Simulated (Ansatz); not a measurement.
System: InS (Pnnm, No. 58, 8 atoms in the cell; start mp-630528). Method: HSE06+SOC (plane waves, PAW; Ansatz, a program for electronic structure).

Run with plane-wave cutoff 460 eV, 8×2×8 k mesh (along the axes of the cell as run), Fermi–Dirac smearing 0.01 eV, PAW data made under PBE.

Cell (relaxed with PBEsol):

Space group Pnnm (No. 58); a = 4.378 Å, b = 10.681 Å, c = 3.950 Å, α = 90.00°, β = 90.00°, γ = 90.00°

| atom | site | symmetry | x | y | z |
|---|---|---|---|---|---|
| In | 4g | ..m | 0.1200 | 0.1201 | 0.0000 |
| S | 4g | ..m | 0.0102 | 0.6504 | 0.0000 |

Task: What does this level give for the band gap, smallest direct gap on the k points sampled and direct gap at Γ?

Result: 
band gap: 1.63 eV (indirect)
smallest direct gap on the k points sampled: 2.31 eV
direct gap at Γ: 2.71 eV

Note: cell and atoms aren't relaxed at this level (pressure 1.1 GPa).

Computed values are for the static lattice.

The result took very roughly 11 core-hours.

A start named mp-… is a Materials Project structure, which need not be a measured phase.
